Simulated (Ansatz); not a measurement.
AlNi: thickness series

The reference is AlNi in the CsCl type structure (space group Pm-3m, No. 221; a = 2.863 Å; non-magnetic). Axes: x, y, z lie along the cube axes.

Free-standing slabs (2 atom(s) a layer) normal to [110] with 15 Å of vacuum; in-plane cell held at bulk.

The values are results of r2SCAN (Ansatz, a first-principles code, PAW, spin-orbit coupling left out), not measurements.

Notes on the quantities. layer's space group: with vacuum; excess energy per area of both faces: slab less bulk energy over the cell's area: twice a surface energy; uncertain by up to 0.2 J/m².

```json
[
 {"variant": "1 layer", "layer's space group": "Pmmm (No. 47)", "excess energy per area of both faces": "–", "thickness between the outermost nuclei": "–"},
 {"variant": "2 layers", "layer's space group": "Pmma (No. 51)", "excess energy per area of both faces": "3.68 J/m²", "thickness between the outermost nuclei": "2.15 Å"},
 {"variant": "3 layers", "layer's space group": "Pmmm (No. 47)", "excess energy per area of both faces": "3.5 J/m²", "thickness between the outermost nuclei": "4.21 Å"},
 {"variant": "4 layers", "layer's space group": "Pmma (No. 51)", "excess energy per area of both faces": "3.5 J/m²", "thickness between the outermost nuclei": "6.21 Å"},
 {"variant": "5 layers", "layer's space group": "Pmmm (No. 47)", "excess energy per area of both faces": "3.6 J/m²", "thickness between the outermost nuclei": "8.24 Å"},
 {"variant": "6 layers", "layer's space group": "Pmma (No. 51)", "excess energy per area of both faces": "3.5 J/m²", "thickness between the outermost nuclei": "10.28 Å"},
 {"variant": "7 layers", "layer's space group": "Pmmm (No. 47)", "excess energy per area of both faces": "3.5 J/m²", "thickness between the outermost nuclei": "12.30 Å"}
]
```

Slab and bulk use different k-meshes, which limits the precision of the excess energy. Stability against distortions was not tested. Starting moments died away, wholly or in part, for the base; another magnetic solution may exist. All final runs are without spin polarisation.
